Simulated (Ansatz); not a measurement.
Where the default PAW files enter, the runs use the earlier of Ansatz's two default sets.

Input:

```yaml
crystal:
  lattice:
    - [3.78254, 0.00000, 0.00000]
    - [0.00000, 3.78254, 0.00000]
    - [1.89127, -1.89127, 4.80751]
  atoms:
    - { symbol: Ti, position: [0.00000, 0.00000, 0.00000] }
    - { symbol: Ti, position: [0.25000, 0.25000, 0.50000] }
    - { symbol: O, position: [0.04285, 0.45715, 0.91430] }
    - { symbol: O, position: [0.79285, 0.20715, 0.41430] }
    - { symbol: O, position: [0.20715, 0.79285, 0.58570] }
    - { symbol: O, position: [0.45715, 0.04285, 0.08570] }
```

Space group of this cell: I4_1/amd, anatase. The cell is taken as given; by r2SCAN its mean pressure is -1.1 GPa.

Transport runs along the normal of the first two printed cell vectors, the (001) plane of the conventional cell.

No gap correction and no spin-orbit coupling; mid-gap is the computed energy nearest the middle.

### Question
Give the band gap and the smallest decay constant κ at mid-gap that r2SCAN run with Ansatz (an electronic-structure program) yields.

### Answer
Gap 2.56 eV on a 8×8×8 mesh; κ = 0.408 1/Å, at (0.500, 0.500) of the in-plane reciprocal vectors. At the zone centre the slowest state has κ = 0.47 1/Å.
